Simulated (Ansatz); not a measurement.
The starting structures come from a database of crystals and need not be the phases stable at ambient conditions.

Here is the system:

```xyz
6
Lattice="4.2116 0.0000 0.0000 0.0000 4.2116 0.0000 0.0000 0.0000 8.9543" Properties=species:S:1:pos:R:3 pbc="T T T"
Pb     0.0000     2.1058     7.4825
Pb     2.1058     0.0000     1.4718
I      2.1058     0.0000     5.9154
I      0.0000     2.1058     3.0389
F      0.0000     0.0000     0.0000
F      2.1058     2.1058     0.0000
```

Space group of this cell: P4/nmm. The cell was relaxed by PBE-D3(BJ).

Transport runs along the normal of the first two printed cell vectors, the (001) plane of the conventional cell.

No gap correction and no spin-orbit coupling; mid-gap values are interpolated between computed energies.

Question: State the band gap and the smallest decay constant κ at mid-gap according to r2SCAN (Ansatz, a quantum-chemistry and plane-wave program).

Answer: Gap 2.21 eV on a 8×8×4 mesh; κ = 0.327 1/Å, at the zone centre.
